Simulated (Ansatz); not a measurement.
## A computed series for Pd: element substitutions

Consider Pd in the fcc (Cu type) structure (space group Fm-3m, No. 225; a = 3.875 Å).

Each row replaces one element on all its sites; cell and atoms are relaxed.

The values are results of PBEsol/PAW in Ansatz (a first-principles code), no spin-orbit coupling, not measurements.

Base values:

The volume per atom is 14.55 Å³.

Question: The aim is a volume per atom between 19.81 Å³ and 21.64 Å³. Which of these changes reaches it?
A. Pd → Rh
B. Pd → Cd
C. Pd → Pb

Answer: B, Pd → Cd. It gives 20.94 Å³; Pd → Rh gives 13.50 Å³; Pd → Pb gives 29.97 Å³. Changes not listed may reach it too

No phonon test of stability was made. For Cd in this form, whether it has been made was not checked. The final runs are not spin-polarised. This is not the structure that Cd has at room temperature and ambient pressure.
